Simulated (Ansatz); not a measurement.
Consider KTaO$_{3}$ in the cubic perovskite structure (space group Pm-3m, No. 221; a = 3.985 Å).

Computed with PBEsol/PAW in Ansatz (an electronic-structure program), no spin-orbit coupling.

For the base:

The gap character is indirect, R → Γ, the band gap is 2.14 eV and the lattice parameter a is 3.985 Å.

Modification: cell and atoms relaxed at a pressure of 5 GPa.

Question: What happens to the gap character, band gap and lattice parameter a?

Answer: The gap character stays indirect, R → Γ; the band gap grows by 0.049 eV, from 2.14 eV to 2.18 eV; the lattice parameter a drops by 0.031 Å, from 3.985 Å to 3.954 Å.

With Ta present, leaving out spin-orbit coupling can change the band edges. Load acts through the strain it causes; cell and atoms are relaxed under it. No phonon test of stability was made. No other phases were tried under pressure.
